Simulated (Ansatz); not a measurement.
# SrVO3 in the cubic perovskite structure (space group Pm-3m, No. 221)

```
CELL_PARAMETERS angstrom
      3.85762     0.00000     0.00000
      0.00000     3.85762     0.00000
      0.00000     0.00000     3.85762
ATOMIC_POSITIONS crystal
  Sr 0.00000 0.00000 0.00000
  V  0.50000 0.50000 0.50000
  O  0.00000 0.50000 0.50000
  O  0.50000 0.50000 0.00000
  O  0.50000 0.00000 0.50000
```

Calculations: DFT with PBE, PAW potentials and a 420 eV plane-wave cutoff in Ansatz (a first-principles code), no spin-orbit coupling. Settings: 12×12×12 k-points, 0.05 eV Fermi–Dirac smearing.

```json
{
 "volume_per_atom": "11.48 Å³",
 "density": "5.40 g/cm³",
 "band_gap": "zero",
 "total_energy": "-1633.052 eV/atom (σ→0; compares only within this code and set-up)"
}
```

Stability against distortions was not tested. Seeded moments were not kept for the base. No Hubbard U is applied, and correlation can decide whether such a compound is a metal. The final runs are not spin-polarised. An odd electron count without spin: SrVO3.
